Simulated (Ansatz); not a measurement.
Worked example: self-consistent single point of BaSn3Au (I4mm, 5 atoms in the cell) in Ansatz (a program for electronic structure).

Method: LDA (PW92), harder PAW files (source: ansatz) made with PBE (plane waves; Ansatz).

The change in words: lattice scaled by 0.98; basis.ecutwfc: 420 eV → 545 eV; hamiltonian.pseudopotentials: {kind: paw} (the program's default PAW files) → {kind: paw, source: ansatz}. Reference geometry:
```
BaSn3Au
1.0
   -2.52253     2.52253     5.57728
    2.52253    -2.52253     5.57728
    2.52253     2.52253    -5.57728
Ba Sn Au
1 3 1
Direct
  0.00476   0.00476   0.00000
  0.60129   0.60129   0.00000
  0.74955   0.24955   0.50000
  0.24955   0.74955   0.50000
  0.35723   0.35723   0.00000
```

Reference input (self-consistent single point, DFT, LDA (PW92), plane waves, default PAW files made with PBE): basis.ecutwfc = 420 eV; kpoints.mp_grid.grid = 5 5 5; hamiltonian.xc = lda; hamiltonian.pseudopotentials = {kind: paw} (the program's default PAW files); scf.occupations.method = fermi_dirac; scf.occupations.width = 0.1 eV. This run's input differs from it in these lines:

Ansatz 0.2 input:
```diff
@@ -3,5 +3,5 @@
   lattice:
-    - [-2.522529, 2.522529, 5.577278]
-    - [2.522529, -2.522529, 5.577278]
-    - [2.522529, 2.522529, -5.577278]
+    - [-2.472078, 2.472078, 5.465732]
+    - [2.472078, -2.472078, 5.465732]
+    - [2.472078, 2.472078, -5.465732]
   atoms:
@@ -13,3 +13,3 @@
 basis:
-  ecutwfc: 420.0
+  ecutwfc: 545.0
 kpoints:
@@ -18,3 +18,3 @@
   xc: lda
-  pseudopotentials: { kind: paw }
+  pseudopotentials: { kind: paw, source: ansatz }
 scf:
```

Output (repeated stretches shortened):

```
SCF iter   1: F=—  HF=-47418.132703 eV  |F-HF|=—  |Δ(HF+E_count)|=         —  Δρ=2.06e-1  dr2=1.31e2  ethr=3.10e-3  ⟨swp⟩=10.2  Hψ=4471  notcnv=0
all-band conjugate gradients solve this SCF's bands
preconditioner: auto → Kerker (q_TF=auto, 2.578 Å⁻¹)
SCF iter   2: F=—  HF=-47408.921662 eV  |F-HF|=—  |Δ(HF+E_count)|=    9.21e0  Δρ=1.03e-1  dr2=3.27e1  ethr=3.10e-3  ⟨swp⟩=3.4  Hψ=2131  notcnv=0
   [... lines left out ...]
SCF iter   8: F=—  HF=-47404.195031 eV  |F-HF|=—  |Δ(HF+E_count)|=   1.02e-4  Δρ=2.13e-4  dr2=1.78e-4  ethr=5.88e-7  ⟨swp⟩=2.4  Hψ=1829  notcnv=0  defer=12
SCF iter   9: F=—  HF=-47404.194991 eV  |F-HF|=—  |Δ(HF+E_count)|=   4.00e-5  Δρ=2.85e-5  dr2=3.22e-6  ethr=1.87e-7  ⟨swp⟩=2.0  Hψ=1217  notcnv=0  defer=12
SCF iter  10: F=—  HF=-47404.194969 eV  |F-HF|=—  |Δ(HF+E_count)|=   2.18e-5  Δρ=9.70e-6  dr2=2.79e-7  ethr=3.39e-9  ⟨swp⟩=2.0  Hψ=1307  notcnv=0  defer=12
SCF iter  11: F=-47404.194969 eV  HF=-47404.194969 eV  |F-HF|=1.30e-8  |Δ(HF+E_count)|=   5.32e-8  Δρ=3.11e-6  dr2=1.92e-8  ethr=1.05e-10  ⟨swp⟩=12.4  Hψ=4915  notcnv=0
SCF 1 converged in 11 iterations: F = -47404.194969 eV  dr2 = 1.92e-8
Free energy (F): -47404.194969 eV
Internal energy: -47404.123192 eV  (E = F + TS)
E sigma→0 (E₀):  -47404.159081 eV
Entropy (-TS):   -0.071777 eV (-14.355 meV/atom)
Fermi energy:    13.669525 eV
--- Forces (eV/Å), atoms counted from 1 ---
  atom   1  Ba    -0.00000000     0.00000000    -0.10818353
  atom   2  Sn     0.00000000    -0.00000000    -0.22992253
  atom   3  Sn     0.00000000     0.00000000     0.12767160
  atom   4  Sn    -0.00000000     0.00000000     0.12767160
  atom   5  Au    -0.00000000    -0.00000000     0.08266070
--- Stress (GPa, compression-positive) ---
        0.813024      -0.000000      -0.000000
       -0.000000       0.813024       0.000000
       -0.000000       0.000000       0.269337
  P = ⅓ Tr σ = 0.6318 GPa (6.318 kbar)
  The stress holds the Pulay correction. Without it, at fixed plane waves, as pw.x and ABINIT print it: P = -0.0553 GPa
```

The run converged in 11 iterations. Against the reference run the pressure goes from -2.81 to 0.63 GPa and the largest force hardly changes (0.229 to 0.230 eV/Å).

The starting cell comes from a database of computed structures (which also holds hypothetical and non-ambient phases and stackings), without a prior relaxation at this level. Its lattice was rescaled by up to half a per cent. One atom was moved a little off its site on purpose. For this run, on top of that: lattice scaled by 0.98. Ansatz's pressure includes its estimate of the finite-basis (Pulay) stress. Without the estimate this run gives -0.06 GPa. The cutoff lies below the one recommended for these files.
